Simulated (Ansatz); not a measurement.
## TiAl3: biaxial strain +4.61 %, plane normal [001], relaxed out of plane

The parent structure is TiAl3 (space group I4/mmm, No. 139; a = 3.816 Å, c = 8.551 Å). Axes: x, y, z lie along a, b, c of the conventional cell.

Modification: biaxial strain +4.61 %, plane normal [001], relaxed out of plane (Cartesian); in-plane vectors clamped, the third vector and the atoms free.

All numbers come from PBEsol in Ansatz (plane waves to 420 eV, PAW, no SOC). Settings: 17×17×17 k-points, 0.05 eV Fermi–Dirac smearing.

| quantity | base | changed | shift |
|---|---|---|---|
| volume per atom | 15.57 Å³ | 16.69 Å³ | +1.12 Å³ |
| space group | I4/mmm (No. 139) | I4/mmm (No. 139) | – |
| shortest interatomic distance | 2.698 Å | 2.823 Å | +0.1244 Å |
| energy relative to the base (free energy F) | 0 meV/atom | +49 meV/atom | +49 meV/atom |
| pressure (mean of the normal stresses, compression positive) | 0.0 GPa | -6.6 GPa | -6.6 GPa |
| band gap | zero | zero | – |
| out-of-plane strain (rough) | – | -2.04 % | – |
| mean in-plane stress (compression positive) (rough) | – | -9.9 GPa | – |

Final structure (turned so that z lies along the plane normal):

```
TiAl3
1.0
    3.99212     0.00000     0.00000
    0.00000     3.99212     0.00000
    1.99606    -1.99606     4.18839
Al Ti
3 1
Direct
  0.50000   0.50000   0.00000
  0.25000   0.25000   0.50000
  0.75000   0.75000   0.50000
  0.00000   0.00000   0.00000
```

Cost of the whole job for the changed cell (relaxation, final SCF and bands): very roughly 100 core-seconds.

Without a gap, meshes like the base's 17×17×17 leave anisotropic stresses uncertain by several tenths of a GPa, and small strain energies with them. Stability against distortions was not tested. All final runs are without spin polarisation.

Ansatz is a first-principles code.
